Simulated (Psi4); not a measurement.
Psi4 1.11, B3LYP/def2-svp: Zr(I)(NH2)3 ([NH2][Zr]([NH2])([NH2])[I]), 11 atoms. The geometry is a generated start, not checked to be a minimum at this level.

```
Item                                                 Result
--------------------------  -------------------------------
task                                                 energy
method                                                b3lyp
basis                                              def2-svp
memory                                                 3 GB
maxiter                                                 100
keys of the molecule block                      symmetry c1
scf_type                                       df (default)
guess                        auto, which took SAD (default)
scf_initial_accelerator                     adiis (default)
e_convergence                               1e-06 (default)
d_convergence                               1e-06 (default)
dft_radial_points                              75 (default)
dft_spherical_points                          302 (default)
effective core potentials   those of the basis set, past Kr
basis functions                                         129
grid points                                          237728
```

```xyz
11

Zr     0.2795     0.1148    -0.2887
I      2.5154     1.3803    -1.4487
N      1.0474    -0.7664     1.3516
H      0.5790    -1.1612     2.1710
H      2.0584    -0.8254     1.5185
N     -0.6675    -1.2012    -1.5071
H     -1.5347    -0.9174    -1.9751
H     -0.7844    -2.1933    -1.2721
N     -0.9907     1.6132     0.2050
H     -0.6077     2.4888     0.5827
H     -1.8947     1.4679     0.6629
```

Charge 0 and multiplicity 1 are set for this test and not shown to be the ground state.

One run each on 2 threads. Values of diis_max_vecs tried: 3, 6, 10 (default), 20.

Q: Which value of diis_max_vecs needs the fewest SCF iterations, and what happens away from it?

A: Fewest SCF iterations, within one of each other: 6 with 10, 10 (default) with 10, 20 with 10. The count rises to 16 at 3. All converge to one solution.

```tsv
diis_max_vecs	SCF iterations	end
3	16	same solution
6	10	same solution
10 (default)	10	same solution
20	10	same solution
```
